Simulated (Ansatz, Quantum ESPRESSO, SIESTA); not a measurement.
# Code comparison for LaPt2 (Fd-3m, 6 atoms in the cell)

Self-consistent single point, at a second geometry (lattice scaled by 0.98). First geometry:

```yaml
crystal:
  lattice:
    - [0.00000, 3.91631, 3.91631]
    - [3.91631, 0.00000, 3.91631]
    - [3.91631, 3.91631, 0.00000]
  atoms:
    - { symbol: La, position: [0.50000, 0.50000, 0.50000] }
    - { symbol: La, position: [0.75000, 0.75000, 0.75000] }
    - { symbol: Pt, position: [0.12500, 0.12500, 0.12500] }
    - { symbol: Pt, position: [0.62500, 0.12500, 0.12500] }
    - { symbol: Pt, position: [0.12500, 0.12500, 0.62500] }
    - { symbol: Pt, position: [0.12500, 0.62500, 0.12500] }
```

Shared settings, as Ansatz (a program for electronic structure) writes them: kpoints.mp_grid.grid = 7 7 7; scf.occupations.method = gaussian; scf.occupations.width = 0.2 eV. Potentials and cutoffs stand in the table.

```
code                                                                                                                                      model  ΔF from the first geometry (meV/atom)  pressure (GPa)       cutoff
----------------  -----------------------------------------------------------------------------------------------------------------------------  -------------------------------------  --------------  -----------
SIESTA            GGA PBEsol, numerical atomic orbitals DZP, PseudoDojo PBEsol standard norm-conserving potentials (rewritten from UPF to PSML)                                   13.9            7.60  grid 400 Ry
Ansatz                                                                                                          PBEsol, PAW files made with PBE                                   -2.3            4.88       420 eV
Quantum ESPRESSO                                                                           PBEsol, GBRV 1.5 ultrasoft (PBESOL) pseudopotentials                                   -2.3            4.36        40 Ry
```

For Quantum ESPRESSO (by 0.5 GPa) the energy change implies a higher mean pressure, against the two pressures, than for the other programs: a sign of finite-basis (Pulay) stress.

On Ansatz's run: spin-orbit coupling is off. Spin polarisation is off.

The spread over the programs that give each value: ΔF from the first geometry within 16.2 meV/atom; pressure within 3.24 GPa.

SIESTA uses small atom-centred bases, whose incompleteness enters pressures, forces and empty levels differently from a plane-wave cutoff. Ansatz's pressure is given at a fixed set of plane waves, as the other plane-wave codes print theirs; with its correction for the finite basis it is 4.92 GPa. In the pressure, SIESTA (by 2.98) lies more than 1 GPa from the median of the plane-wave programs.

The starting cell comes from a database of computed structures (which also holds hypothetical and non-ambient phases and stackings), without a prior relaxation at this level. Its lattice was rescaled by a random factor within 2.5 % of one. For this run, on top of that: lattice scaled by 0.98.

Left out of this page: Elk and FLEUR (not drawn, or without a comparable value).

Keys are those of Ansatz 0.2.
